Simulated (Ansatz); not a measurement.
# Ag in the fcc (Cu type) structure (space group Fm-3m, No. 225)

Ag is taken in the cubic space group Fm-3m (No. 225), the fcc (Cu type) structure, Pearson symbol cF4. Lattice parameters: a = 4.1485 Å, b = 4.1485 Å, c = 4.1485 Å, α = 90.00°, β = 90.00°, γ = 90.00°. Ag on 4a is surrounded by 12 Ag at 2.933 Å (cuboctahedral). (Neighbours: up to the widest gap in distance over summed covalent radii, below 1.35, at either atom.)
(The calculation used a cell of 1 atom; values per cell refer to that cell.)

All numbers come from PBE, PAW, 420 eV (Ansatz, a quantum-chemistry and plane-wave program; no spin-orbit coupling). k-mesh 19×19×19 (Γ-centred); smearing 0.05 eV (Fermi–Dirac).

The volume per atom comes out as 17.85 Å³, the density is 10.03 g/cm³ and the band gap comes out as zero. The total energy is -7590.550 eV/atom (σ→0; compares only within this code and set-up).

Whether these cells are dynamically stable was not tested.
